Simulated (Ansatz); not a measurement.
**Al: response to strain**

Start from Al in the fcc (Cu type) structure (space group Fm-3m, No. 225; a = 3.994 Å; relaxed with 0.1 eV smearing). Axes: x, y, z lie along the cube axes.

Strains are applied to the cell and any free atomic positions relax; under biaxial strain the out-of-plane vector relaxes too.

Method: r2SCAN in Ansatz (plane waves to 500 eV, PAW, scalar-relativistic without spin-orbit coupling).

| biaxial strain, plane normal [001], relaxed out of plane (%) | out-of-plane strain (%) |
|---|---|
| -3 | 2.89 |
| -2.5 | 2.46 |
| -2 | ? |
| -1.5 | 1.55 |
| -1 | 1.06 |
| -0.5 | 0.55 |
| 0 | 0.00 |

Q: Fit ε⊥ = −νε + γε² (strains in %) to the rows shown and predict the withheld row.

A: Least squares on the printed values gives ν = 1.11 (the biaxial Poisson response) and γ = -0.049 (largest residual 0.01 %); this predicts 2.02 %, and the run gives 2.01 %, in agreement.

No phonon test of stability was made.

Ansatz is an electronic-structure program.
